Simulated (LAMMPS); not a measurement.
Surface tension of liquid Au over temperature.

Method: classical MD, pair style eam, the elements' _u3.eam files (universal-3 set of Foiles, Baskes and Daw), run in LAMMPS.

| T (K) | surface tension | excess energy |
|---|---|---|
| 1340 | 0.62 ± 0.02 N/m | 0.79 J/m² |
| 1540 | 0.55 ± 0.02 N/m | 0.77 J/m² |
| 1800 | 0.51 ± 0.01 N/m | 0.78 J/m² |

The ± values are statistical; the model's systematic error is not in them.
